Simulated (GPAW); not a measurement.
**A self-consistent single point of NaCl (Fm-3m, 2 atoms in the cell) with GPAW**

Method: PBE, GPAW PAW datasets PBE (gpaw-data 1.0.1) (plane waves; GPAW).

Input:

```python
from ase import Atoms
from ase.units import GPa
from gpaw import GPAW, PW, FermiDirac

atoms = Atoms(['Na', 'Cl'],
              cell=[[0.000000, 2.750757, 2.750757],
                    [2.750757, 0.000000, 2.750757],
                    [2.750757, 2.750757, 0.000000]],
              scaled_positions=[[0.000000, 0.000000, 0.000000],
                                [0.500000, 0.500000, 0.500000]],
              pbc=True)

calc = GPAW(mode=PW(850),
            xc='PBE',
            kpts={'size': (8, 8, 8), 'gamma': True},
            occupations=FermiDirac(0.02),
            nbands=-8,
            convergence={'forces': 0.001, 'bands': -6},
            symmetry={'symmorphic': False, 'tolerance': 0.0005},
            maxiter=120,
            txt='-')

atoms.calc = calc

energy = atoms.get_potential_energy()
print('Energy (eV):', round(energy, 6))
forces = atoms.get_forces()
print('Forces (eV/Ang):')
print(forces.round(5))
stress = atoms.get_stress()
print('Stress (GPa, Voigt):', (stress / GPa).round(4))
```

The program printed (abridged):

```
Input parameters:
  convergence: {bands: -6,
                forces: 0.001}
  kpts: {gamma: True,
         size: (8, 8, 8)}
  maxiter: 120
  mode: {ecut: 850.0,
         name: pw}
  nbands: -8
  occupations: {fixmagmom: False,
                name: fermi-dirac,
                width: 0.02}
  symmetry: {symmorphic: False,
             tolerance: 0.0005}
  xc: PBE

species:
  Na:
    name: Sodium
    Z: 11.0
    valence: 7
    core: 4
    charge: 0.0
    file: Na.PBE.gz

    # Using partial waves for Na as LCAO basis

  Cl:
    name: Chlorine
    Z: 17.0
    valence: 7
    core: 10
    charge: 0.0
    file: Cl.PBE.gz

    # Using partial waves for Cl as LCAO basis

Reference energy: -16973.559893  # eV

Spin-paired calculation

Convergence criteria:
 Maximum [total energy] change in last 3 cyles: 0.0005 eV / valence electron
 Maximum integral of absolute [dens]ity change: 0.0001 electrons / valence electron
 Maximum integral of absolute [eigenst]ate change: 4e-08 eV^2 / valence electron
 Maximum change in the atomic [forces] across last 2 cycles: 0.001 eV/Ang OR
Maximum error relative to the maximum force is below inf
 Maximum number of scf [iter]ations: 120

Symmetries present (total): 48
Symmetries with fractional translations: 0
512 k-points: 8 x 8 x 8 Monkhorst-Pack grid + [1/16,1/16,1/16]
29 k-points in the irreducible part of the Brillouin zone
       k-points in crystal coordinates                weights
   0:     0.00000000    0.00000000    0.00000000          1/512
   1:     0.12500000    0.12500000    0.00000000          6/512
   2:     0.12500000    0.12500000    0.12500000          8/512
   [... 7 lines left out ...]
          ...
  28:     0.50000000    0.50000000    0.50000000          4/512

Wave functions: Plane wave expansion
  Cutoff energy: 850.000 eV
  Number of coefficients (min, max): 2311, 2397
  Pulay-stress correction: 0.000000 eV/Ang^3 (de/decut=0.000000)

Occupation numbers: Fermi-Dirac:
  width: 0.0200  # eV

Eigensolver

Densities:
  Coarse grid: 27*27*27 grid
  Fine grid: 54*54*54 grid
  Total Charge: 0.000000

Density mixing:
  Method: separate
  Backend: pulay
  Linear mixing parameter: 0.05
  old densities: 5
  Damping of long wavelength oscillations: 50

Hamiltonian:
  XC and Coulomb potentials evaluated on a 54*54*54 grid
  External potential:
    NoExternalPotential

XC parameters: PBE with 2 nearest neighbor stencil

Number of atoms: 2
Number of atomic orbitals: 11
Number of bands in calculation: 15
Number of valence electrons: 14
Bands to converge: 9

Density initialized from atomic densities
  11 bands from LCAO basis set
  4 bands from random numbers

Atomic positions and initial magnetic moments

Positions:
   0 Na     0.000000    0.000000    0.000000    ( 0.0000,  0.0000,  0.0000)
   1 Cl     2.750757    2.750757    2.750757    ( 0.0000,  0.0000,  0.0000)

Unit cell:
           periodic     x           y           z      points  spacing
  1. axis:    yes    0.000000    2.750757    2.750757    27     0.1176
  2. axis:    yes    2.750757    0.000000    2.750757    27     0.1176
  3. axis:    yes    2.750757    2.750757    0.000000    27     0.1176

  Lengths:   3.890158   3.890158   3.890158
  Angles:   60.000000  60.000000  60.000000

Effective grid spacing dv^(1/3) = 0.1284

     iter     time        total  log10-change:
                         energy   eigst   dens  force
iter:   1 --:--:--    -6.793963   +0.76
iter:   2 --:--:--    -6.780353   -0.25  -1.34
iter:   3 --:--:--    -6.725441   -1.51  -1.37
iter:   4 --:--:--    -6.734572   -2.54  -1.64
iter:   5 --:--:--    -6.737456   -2.91  -1.83
iter:   6 --:--:--    -6.737394c  -4.29  -3.03
iter:   7 --:--:--    -6.737431c  -5.20  -3.06
iter:   8 --:--:--    -6.737475c  -5.23  -3.17
iter:   9 --:--:--    -6.737475c  -6.51  -3.97
iter:  10 --:--:--    -6.737469c  -6.97  -3.95
iter:  11 --:--:--    -6.737469c  -7.33  -4.23c
iter:  12 --:--:--    -6.737469c  -7.07  -4.15c
iter:  13 --:--:--    -6.737469c  -9.04c -5.05c
iter:  14 --:--:--    -6.737469c -10.10c -5.40c -23.35c

Converged after 14 iterations.

Dipole moment: (-0.000000, -0.000000, -0.000000) |e|*Ang

Energy contributions relative to reference atoms: (reference = -16973.559893)

Kinetic:        +10.569295
Potential:      -10.065870
External:        +0.000000
XC:              -7.281535
Entropy (-ST):   -0.000000
Local:           +0.040641
SIC:             +0.000000
--------------------------
Free energy:     -6.737469
Extrapolated:    -6.737469

Showing only first 2 kpts
 Kpt  Band  Eigenvalues  Occupancy
  0     5     -0.05579    2.00000
  0     6     -0.05579    2.00000
  0     7      5.36223    0.00000
  0     8     11.04423    0.00000

  1     5     -0.16643    2.00000
  1     6     -0.16643    2.00000
  1     7      6.06270    0.00000
  1     8     10.21349    0.00000

Fermi level: 2.09346

Gap: 5.418 eV
Transition (v -> c):
  (s=0, k=0, n=6, [0.00, 0.00, 0.00]) -> (s=0, k=0, n=7, [0.00, 0.00, 0.00])
No difference between direct/indirect transitions
Energy (eV): -6.737469

Forces in eV/Ang:
  0 Na    0.00000   -0.00000    0.00000
  1 Cl   -0.00000   -0.00000   -0.00000

Stress tensor:
    -0.019380     0.000000     0.000000
     0.000000    -0.019380    -0.000000
     0.000000    -0.000000    -0.019380
Stress (GPa, Voigt): [-3.105 -3.105 -3.105 -0.     0.     0.   ]
```

The run converged in 14 iterations. GPAW prints stress with tension positive.

The starting cell comes from a database of computed structures (which also holds hypothetical and non-ambient phases and stackings), without a prior relaxation at this level. Its lattice was rescaled by a random factor within 2.5 % of one. With a pressure of about 3 GPa the cell is away from its equilibrium volume at this level.

Cost on one core of a shared machine: roughly 30 s.
